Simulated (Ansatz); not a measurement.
B interstitial in zinc-blende BN: one set of geometries, relaxed with PBE, evaluated in Ansatz (PAW, plane waves to 420 eV, 500 eV under r2SCAN) with PBE, r2SCAN.

Details: 64-site cell; 2×2×2 shifted k-points; start: void with 4N nearest; charged states image-corrected; corrections pass 1 eV, so highly charged states may be off by several tenths; relaxed from one start, so a lower configuration may exist; flagged in the runs: a doubtful potential alignment, a strain field that reaches the edge of the cell.

```json
[
 {"quantity": "host gap (eV)", "PBE": "4.46", "r2SCAN": "[?]"},
 {"quantity": "ε(+3/+2) above the VBM (eV), not thermodynamic with PBE", "PBE": "2.02", "r2SCAN": "[?]"},
 {"quantity": "ε(+2/+1) above the VBM (eV), not thermodynamic with PBE", "PBE": "0.68", "r2SCAN": "[?]"},
 {"quantity": "ε(+1/0) above the VBM (eV)", "PBE": "3.55", "r2SCAN": "[?]"},
 {"quantity": "largest moment on one atom at charge +2 (μB)", "PBE": "0.20", "r2SCAN": "[?]"},
 {"quantity": "neutral formation energy against alpha boron (eV)", "PBE": "11.48", "r2SCAN": "[?]"},
 {"quantity": "largest moment on one atom at charge 0 (μB)", "PBE": "0.14", "r2SCAN": "[?]"}
]
```

Given the lower rungs, what does r2SCAN give?


- host gap (eV), r2SCAN: 4.99
- ε(+3/+2) above the VBM (eV), not thermodynamic with PBE, r2SCAN: 2.29
- ε(+2/+1) above the VBM (eV), not thermodynamic with PBE, r2SCAN: 0.83
- ε(+1/0) above the VBM (eV), r2SCAN: 3.86
- largest moment on one atom at charge +2 (μB), r2SCAN: 0.22
- neutral formation energy against alpha boron (eV), r2SCAN: 11.69
- largest moment on one atom at charge 0 (μB), r2SCAN: 0.15

Ansatz is a first-principles code.
